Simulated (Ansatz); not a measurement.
SiC, response to strain

Start from SiC in the wurtzite structure (space group P6_3mc, No. 186).

```
CELL_PARAMETERS angstrom
      3.07595     0.00000     0.00000
     -1.53798     2.66386     0.00000
      0.00000     0.00000     5.04779
ATOMIC_POSITIONS crystal
  Si 0.66667 0.33333 0.00051
  Si 0.33333 0.66667 0.50051
  C  0.66667 0.33333 0.62469
  C  0.33333 0.66667 0.12469
```

Cartesian axes are those of the cell as printed.

Strains are applied to the cell and any free atomic positions relax; under biaxial strain the out-of-plane vector relaxes too; under stress the whole cell relaxes.

Computed with PBEsol (Ansatz, a first-principles code), spin-orbit coupling left out, earlier PAW set.

| variant | smallest direct gap | volume per atom | electron mass | gap character |
|---|---|---|---|---|
| base | 3.86 eV | 10.34 Å³ | 0.26 mₑ along c, 0.43 mₑ across (at K) | indirect, Γ → K |
| biaxial strain +0.85 %, plane normal [001], relaxed out of plane | ___ | 10.50 Å³ | 0.26 mₑ out of plane, 0.43 mₑ in plane (at K) | indirect, Γ → K |
| isotropic strain −0.79 % | 3.91 eV | 10.10 Å³ | 0.26 mₑ along c, 0.42 mₑ across (at K) | indirect, Γ → K |
| uniaxial strain ε_yy = −1.68 % | 3.89 eV | 10.17 Å³ | 0.26 mₑ along z, 0.42 mₑ across (off the base's special points) | indirect, Γ → Σ₀ |
| uniaxial stress, 2 GPa compression along x | ___ | 10.31 Å³ | 0.26 mₑ along z, 0.43 mₑ across (at K) | indirect, Γ → C₀ |

Question: Some entries are withheld; estimate them.

Answer: 
- biaxial strain +0.85 %, plane normal [001], relaxed out of plane, smallest direct gap: 3.75 eV
- uniaxial stress, 2 GPa compression along x, smallest direct gap: 3.87 eV

Masses are band curvatures over ±0.01 Å⁻¹ around the edge. Stability under load was not tested beyond the relaxation. Labels are those of the standard path for the cell's own space group.
